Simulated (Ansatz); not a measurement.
## CuI: tensor shear ε_xy = +1.14 %

The parent structure is CuI in the zinc blende structure (space group F-43m, No. 216; a = 5.939 Å). Axes: x, y, z lie along the cube axes.

It is then changed as follows: tensor shear ε_xy = +1.14 % (engineering shear γ = 0.0228); the atoms relax in the strained cell.

Level of theory: PBEsol (Ansatz, a first-principles code, PAW, scalar-relativistic without spin-orbit coupling). Settings: 10×10×10 k-points, 0.05 eV Fermi–Dirac smearing.

- Volume per atom = 26.19 Å³ (base 26.19 Å³)
- Space group = Imm2 (No. 44) (base F-43m (No. 216))
- Shortest interatomic distance = 2.571 Å (base 2.572 Å)
- Energy relative to the base (free energy F) = +1.0 meV/atom
- Pressure (mean of the normal stresses, compression positive) = 0.00 GPa (base 0.00 GPa)
- Band gap = 1.15 eV (base 1.17 eV)
- Gap character = direct at Γ (base direct at Γ)
- Valence-band top at Γ (three highest levels, from the VBM) = 0.00, -0.02, -0.04 eV (base 0.00, 0.00, 0.00 eV)
- Valley order (the lowest conduction-band minima on the path, energy above the VBM, named in the base's zone) = Γ 1.15 eV; L along [1-1-1] 2.02 eV; L along [111] 2.17 eV; X along [001] 2.39 eV (base Γ 1.17 eV; L along ⟨111⟩ 2.11 eV; X along ⟨100⟩ 2.47 eV)
- Largest internal atomic displacement = 0.016 Å
- Stress (xx, yy, zz, yz, xz, xy; compression positive) = (0.00, 0.00, 0.00, 0.00, 0.00, -0.55) GPa

Final structure:

```yaml
crystal:
  lattice:
    - [0.03385, 2.96966, 2.96966]
    - [2.96966, 0.03385, 2.96966]
    - [3.00351, 3.00351, 0.00000]
  atoms:
    - { symbol: Cu, position: [0.00264, 0.00264, 0.99736] }
    - { symbol: I, position: [0.24736, 0.24736, 0.25264] }
```

Spin-orbit coupling, missing from the scalar runs, can matter with I. Stability against distortions was not tested. The final runs are not spin-polarised. Labels are those of the standard path for the cell's own space group.
